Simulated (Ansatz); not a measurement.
ScGeCN (model structure, started from the AlSiCN type, P3m1, No. 156, 4 atoms in the cell), treated with PBE (Ansatz, an electronic-structure program, plane waves, PAW).

Run with plane-wave cutoff 520 eV, 12×12×6 k mesh (along the axes of the cell as run), Fermi–Dirac smearing 0.01 eV, scalar-relativistic PAW data made under PBE.

Cell (relaxed with PBEsol):

ScCGeN is modelled in the trigonal space group P3m1 (No. 156), Pearson symbol hP4. Lattice parameters: a = 3.3787 Å, b = 3.3787 Å, c = 5.2892 Å, α = 90.00°, β = 90.00°, γ = 120.00°. Sc on 1b is surrounded by 3 N at 2.029 Å and 1 C at 2.293 Å and 1 C at 2.996 Å and 3 Ge at 3.173 Å and 3 Ge at 3.402 Å. Ge on 1c has 1 N at 1.943 Å and 3 C at 2.012 Å and 3 Sc at 3.173 Å and 3 Sc at 3.402 Å. C on 1b is coordinated by 3 Ge at 2.012 Å and 1 Sc at 2.293 Å and 1 Sc at 2.996 Å. N on 1c is surrounded by 1 Ge at 1.943 Å and 3 Sc at 2.029 Å (tetrahedral). (Neighbours: up to the widest gap in distance over summed covalent radii, below 1.35, at either atom; cation-cation and far metal-metal contacts left out.)

### Question
What does this level give for the band gap, smallest direct gap on the k points sampled and direct gap at Γ?

### Answer

- band gap = 2.27 eV (indirect)
- smallest direct gap on the k points sampled = 2.41 eV
- direct gap at Γ = 2.63 eV

Note: the relaxation could raise the start's symmetry but not lower it, so the cell can be a saddle point; cell and atoms aren't relaxed at this level (largest force component 0.10 eV/Å, pressure 4.6 GPa).

Spin–orbit coupling is not included.

Computed values are for the static lattice.

A model structure was made by putting elements into a prototype or built by hand; it is no filed structure, need not be a known phase, and can be a saddle point held by its symmetry.
